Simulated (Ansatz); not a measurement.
Defect migration in bcc Na: Na vacancy, neutral cell. The step: one Na atom jumps into the vacancy from a nearby Na site; the atom moves 3.11 Å along (-0.44, -0.44, 0.40) of the unit cell; the moving atom starts with neighbours  Å and ends with  Å. DFT values are from Ansatz (plane-wave PAW, 420 eV unless said) in a cell of 36 host sites, spin-restricted, static, with no finite-size correction. Forms of the defect that were not tried may lie lower. For the PBE band: the saddle point's order was not checked, and it lies on a symmetry element of the cell, where a band can be held.

```csv
Level,Forward barrier (eV),Cost of the band or of the saddle's single point
"CHGNet universal potential (has no charge state), its own band",0.14,-
"PBE, a 2×2×3 k-point mesh shifted by half a step, band relaxed",0.07,around 60 core-minutes (rough)
"PBE, a 3×3×4 k-point mesh shifted by half a step, same geometries",0.07,around 8 core-minutes (rough)
"r2SCAN at 500 eV, a 2×2×3 k-point mesh shifted by half a step, same geometries",___,very roughly 6 core-minutes
```

Q: Fill in the missing entries.

A: 
- r2SCAN at 500 eV, a 2×2×3 k-point mesh shifted by half a step, same geometries, Forward barrier (eV): 0.08

Ansatz is an electronic-structure program.
